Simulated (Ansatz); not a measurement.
Base system: TaN in the rock salt structure (space group Fm-3m, No. 225; a = 4.376 Å; relaxed with 0.1 eV smearing). Axes: x, y, z lie along the cube axes.

Calculations: Kohn–Sham DFT with the PBEsol functional, run in Ansatz (an electronic-structure program) with PAW and 420 eV plane waves, no spin-orbit coupling.

For the base:

* **Band gap**: zero

Now apply this change: the cell is compressed by 1.22 % along y with no lateral relaxation, atoms relaxed at fixed cell.

How does this affect the band gap?

The band gap is still zero.

Estimate the effect on the stress.

The stress (xx, yy, zz, yz, xz, xy; compression positive) is (1.7, 10.5, 1.7, 0.0, 0.0, 0.0) GPa.

The cells carry an imposed strain or load. No phonon test of stability was made. The final runs are not spin-polarised. This is not the structure that TaN has at room temperature and ambient pressure.
